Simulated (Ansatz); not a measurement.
Results of BLYP in Ansatz (plane waves, PAW) for A15 Mo₃Si.

Total energies, extrapolated to zero smearing (they compare only within this program, potentials and cutoff):

```json
[
 {"system": "A15 Mo₃Si, relaxed", "energy (eV/atom)": "-3886.8258"},
 {"system": "diamond-structure Si", "energy (eV/atom)": "-639.4687"},
 {"system": "bcc Mo", "energy (eV/atom)": "-4969.0698"}
]
```

### Question
Work out the formation enthalpy per atom.

### Answer
ΔH_f ≈ ΔE = -3886.8258 − [1 × (-639.4687) + 3 × (-4969.0698)]/4 = -0.156 eV/atom (0 K, no vibrations). The reference value is -0.324 eV/atom (measured, 298 K, copied from a table, unchecked, no zero-point or thermal correction; as tabulated in the CRC Handbook), a difference of +0.168 eV/atom.

The PAW data were made under PBE.

Ansatz is a quantum-chemistry and plane-wave program.
